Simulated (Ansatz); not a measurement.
CoSi2: response to strain

The reference is CoSi$_{2}$ (space group Fm-3m, No. 225; not spin-polarised; relaxed with 0.1 eV smearing).

```
CELL_PARAMETERS angstrom
      0.00000     2.65764     2.65764
      2.65764     0.00000     2.65764
      2.65764     2.65764     0.00000
ATOMIC_POSITIONS crystal
  Co 0.00000 0.00000 0.00000
  Si 0.25000 0.25000 0.25000
  Si 0.75000 0.75000 0.75000
```

Strains are applied to the cell and any free atomic positions relax.

Computed with r2SCAN/PAW in Ansatz (a quantum-chemistry and plane-wave program), no spin-orbit coupling, earlier PAW set.

Notes on the quantities. energy relative to the base: free energy F.

```csv
isotropic strain (%),energy relative to the base (meV/atom)
-5.3,234.6
-2.32,40.4
-0.44,1.4
0,0.0
2.27,32.9
2.99,?
5,145.2
```

### Question
Fit ΔE = Aε² + Bε³ (ε in %) to the rows shown and predict the withheld row.

### Answer
Least squares on the printed values gives A = 7.04 and B = -0.25 meV/atom (largest residual 0.6 meV/atom); this predicts 56.3 meV/atom, and the run gives 55.7 meV/atom, 0.6 lower.

Whether these cells are dynamically stable was not tested. Starting moments died away, wholly or in part, for the base; another magnetic solution may exist. All final runs are without spin polarisation. An odd electron count without spin: CoSi2.
